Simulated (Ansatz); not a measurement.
## The (100) surface of zinc-blende InSb in its 1x1 cell (cut with top plane In, bottom plane In), relaxed from an ideal cut (the real face may reconstruct), outermost plane spacing 1.66 Å in the ideal cut (one of several cuts of this face), with 1 In a cell over the bulk's ratio

All values below come from PBE (plane waves to 420 eV, PAW; Ansatz, a program for electronic structure).

Slab: 9 atoms, In5Sb4, 13.3 Å thick at the start; k 6x6x1, smearing 0.025 eV, dipole-corrected; all atoms relaxed; held to the start's symmetry, so lower structures may exist; spin-polarised from one start with parallel moments (other orders not tried), no spin-orbit, no U. The slab shows no gap over 0.04 eV on its mesh. The starting moment vanished.

| Quantity | Value |
|---|---|
| work function of the top face | 4.25 eV |
| energy released by relaxation | 0.087 eV |
| cost | very roughly 12 core-minutes |
